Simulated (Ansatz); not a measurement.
Given:

End structure of a constructed model of the (0001) surface of hcp Zr, a layer of Ti in place of the second plane (bottom of the slab: a bare face, its two planes held):

```yaml
crystal:
  lattice:
    - [3.23249, 0.00000, 0.00000]
    - [-1.61625, 2.79942, 0.00000]
    - [0.00000, 0.00000, 29.00000]
  atoms:
    - { symbol: Zr, position: [0.66667, 0.33333, 0.28026] }
    - { symbol: Zr, position: [0.33333, 0.66667, 0.36940] }
    - { symbol: Zr, position: [0.66667, 0.33333, 0.45912] }
    - { symbol: Zr, position: [0.33333, 0.66667, 0.54883] }
    - { symbol: Ti, position: [0.66667, 0.33333, 0.63194] }
    - { symbol: Zr, position: [0.33333, 0.66667, 0.70870] }
```

Slab: 6 atoms, 12.7 Å thick at the start; k 13x13x1, smearing 0.1 eV, dipole-corrected; 2 atoms held, the rest relaxed; held to the start's symmetry, so lower structures may exist; no spin, no spin-orbit, no U. It is one candidate, not shown to be the stable structure of the face.

**Question.** What work function of the top face does PBE (Ansatz, a quantum-chemistry and plane-wave program) give?

**Answer.** 4.16 eV
